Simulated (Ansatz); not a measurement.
Bond-angle distributions (per cent of the angles at each element, bins of 10°) of a relaxed model of amorphous Si24C16N32 at 2.59 g/cm³. Calculation: PBE, scalar-relativistic without spin-orbit coupling (plane waves to 420 eV, PAW; Ansatz, a program for electronic structure).

Preparation: random packing, a CHGNet melt and quench, and a DFT relaxation. N atoms were pushed apart under 1.9 Å during the dynamics, to hinder bonds among them. The hot cell started wider than the set density and was brought back towards it in steps. It is the lowest in DFT energy of 2 quenches. It is a model cell: composition and starting density were chosen by hand, and all elements were melted together. No dispersion term was used. Its density started from a set value of 2.40 and ended at 2.59 g/cm³. Cooling (nominally 470 K/ps over its main leg) ran many orders faster than in experiment, which tends to leave more defects and strain. One small periodic cell is one sample of the glass; other quenches scatter about these values. Volume and shape were free in the relaxation. On a 2×2×2 Γ-centred mesh force components of up to 0.23 eV/Å stay, since the relaxation ran on the zone centre alone.

Cut-offs for bonds: Si-Si 2.60 Å, Si-C 2.19 Å, Si-N 2.22 Å, C-C 1.78 Å, C-N 1.74 Å, N-N 1.70 Å. Two cations that share two anions don't count as bonded, nor two that share one unless they lie closer than Si-Si 2.38 Å, Si-C 2.00 Å, C-C 1.63 Å.

| angle (°) | at Si | at C | at N |
|---|---|---|---|
| 50-60 | 1 | 2 | 0 |
| 60-70 | 0 | 0 | 1 |
| 70-80 | 0 | 0 | 0 |
| 80-90 | 13 | 6 | 3 |
| 90-100 | 10 | 0 | 15 |
| 100-110 | 22 | 21 | 16 |
| 110-120 | 32 | 27 | 12 |
| 120-130 | 14 | 37 | 24 |
| 130-140 | 3 | 6 | 13 |
| 140-150 | 3 | 2 | 10 |
| 150-160 | 1 | 0 | 2 |
| 160-170 | 0 | 0 | 2 |
| 170-180 | 1 | 0 | 0 |

They go with these counts of neighbours within the cut-offs, cation contacts included: Si mean 4.0, most often 4; C mean 3.1, most often 3; N mean 2.8, most often 3.
